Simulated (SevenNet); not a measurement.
Corundum Ga2O3 (metastable phase)

Level of theory: the machine-learned potential SevenNet-l3i5 (trained on PBE and PBE+U data).

Cell (relaxed at this level):

```xyz
10
Lattice="2.5299 1.4606 4.5401 -2.5299 1.4606 4.5401 0.0000 -2.9213 4.5401" Properties=species:S:1:pos:R:3 pbc="T T T"
Ga     0.0000     0.0000     1.9617
Ga     0.0000     0.0000     8.7718
Ga     0.0000     0.0000    11.6585
Ga     0.0000     0.0000     4.8484
O     -1.7626     0.1316     7.9451
O      0.7673    -1.5922     7.9451
O      1.7626    -0.1316     5.6751
O     -0.9952    -1.4606     5.6751
O     -0.7673     1.5922     5.6751
O      0.9952     1.4606     7.9451
```

```
Item           Result
------------  -------
bulk modulus  200 GPa
```

Measured, for comparison: bulk modulus 220 ± 9 GPa (room temperature, no zero-point or thermal correction, equation of state from high-pressure X-ray diffraction, our sources range from 220 to 252; as tabulated in Phys. Rev. B 77, 094123 (2008), gallium oxide under pressure (UNLV record)). Computed (rounded) less measured: bulk modulus not scored (sources differ).

A machine-learned potential is trained on density-functional data: it inherits that level's misses and adds fitting errors of its own.
